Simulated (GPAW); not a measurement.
Band structure of HfO2 (Fm-3m, 3 atoms in the cell).

```
CELL_PARAMETERS angstrom
      0.00000     2.47255     2.47255
      2.47255     0.00000     2.47255
      2.47255     2.47255     0.00000
ATOMIC_POSITIONS crystal
  Hf 0.00000 0.00000 0.00000
  O  0.75000 0.75000 0.75000
  O  0.25000 0.25000 0.25000
```

Computed with PBE, GPAW PAW datasets PBE (gpaw-data 1.0.1) (plane waves; GPAW 25.7.0).

Settings: mode = pw; ecut = 950 eV; xc = PBE; kpts = 12 12 12; mesh shift (steps) = 0 0 0; occupations.name = fermi-dirac; occupations.width = 0 eV; nbands = -8; convergence.density = 1e-05 e/electron; convergence.energy = 1e-05 eV/electron; convergence.bands = -6; symmetry.symmorphic = false; symmetry.tolerance = 0.0005; maxiter = 120.

The starting cell comes from a database of computed structures (which also holds hypothetical and non-ambient phases and stackings), without a prior relaxation at this level. Its lattice was rescaled by a random factor within 2.5 % of one. Spin-orbit coupling is off.

Question: Predict the gap along the standard path and the places of the band edges.

Answer: The gap along the path is 3.99 eV, direct at X to within 0.01 eV. Another conduction valley lies within 0.1 eV, so the order of the valleys is not sure.

Levels in eV from the top of the valence band on the SCF mesh, bands 9 to 16:
```tsv
point	9	10	11	12	13	14	15	16
Γ	-5.84	-0.65	-0.65	-0.65	4.03	4.03	6.45	11.34
X	-3.66	-1.68	-1.68	0.00	3.99	5.88	7.31	8.80
W	-2.74	-2.74	-1.52	-0.23	5.10	5.50	7.73	7.73
K	-3.57	-2.46	-1.40	-0.37	4.56	5.80	7.58	8.19
L	-3.16	-2.91	-1.94	-1.94	4.86	4.86	7.68	9.32
U	-3.57	-2.46	-1.40	-0.37	4.56	5.80	7.58	8.19
```
